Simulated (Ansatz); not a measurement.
## How the bulk modulus B0 of MgAlNO (model structure, started from the AlSiCN type, P3m1, No. 156, 4 atoms in the cell) moves with the method

No measured value is used here.

```json
[
 {"level (code)": "LDA (Ansatz)", "value (GPa)": "165", "cell (Å³/atom)": "10.80"},
 {"level (code)": "PBE (Ansatz)", "value (GPa)": "…", "cell (Å³/atom)": "11.36"},
 {"level (code)": "PBEsol (Ansatz)", "value (GPa)": "155", "cell (Å³/atom)": "11.13"},
 {"level (code)": "r²SCAN (Ansatz)", "value (GPa)": "163", "cell (Å³/atom)": "11.06"}
]
```

Problem. Fill in the missing entries.

Solution. 
- PBE (Ansatz, a quantum-chemistry and plane-wave program), value (GPa): 149

LDA, PBE, PBEsol, r²SCAN: the bulk modulus is −V dP/dV from two relaxed cells at ±2 % in volume. Each level is taken at its own relaxed cell. Cutoffs differ between the levels. Ansatz's density-functional and Hartree–Fock values are scalar-relativistic unless marked +SOC, with PAW data made under PBE.

A model structure was made by putting elements into a prototype or built by hand; it is no filed structure, need not be a known phase, and can be a saddle point held by its symmetry.
